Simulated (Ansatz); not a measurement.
## CdSe: tensor shear ε_xy = −1.35 %

Start from CdSe in the wurtzite structure (space group P6_3mc, No. 186; a = 4.302 Å, c = 7.021 Å). Axes: x lies along a and z along c of the hexagonal cell.

Now apply this change: tensor shear ε_xy = −1.35 % (engineering shear γ = -0.0270); the atoms relax in the strained cell.

Level of theory: Kohn–Sham DFT with the PBEsol functional, run in Ansatz (an electronic-structure program) with PAW and 420 eV plane waves, no spin-orbit coupling, earlier PAW set. k-mesh 9×9×5 (Γ-centred); smearing 0.05 eV (Fermi–Dirac).

The shortest interatomic distance shrinks by 0.0034 Å to 2.629 Å and the energy grows by 0.9 meV/atom. The pressure (mean of the normal stresses, compression positive) is nearly the same (0.00 GPa against -0.01 GPa) and the band gap falls by 0.05 eV (0.54 eV → 0.49 eV). The gap character stays direct at Γ and the valence-band top at Γ (three highest levels, from the VBM) goes from 0.00, 0.00, -0.05 eV to 0.00, -0.10, -0.10 eV. The largest internal atomic displacement amounts to 0.036 Å and the stress (xx, yy, zz, yz, xz, xy; compression positive) is (-0.02, 0.01, -0.01, 0.00, 0.00, 0.38) GPa.

Whether these cells are dynamically stable was not tested. Labels are those of the standard path for the cell's own space group.
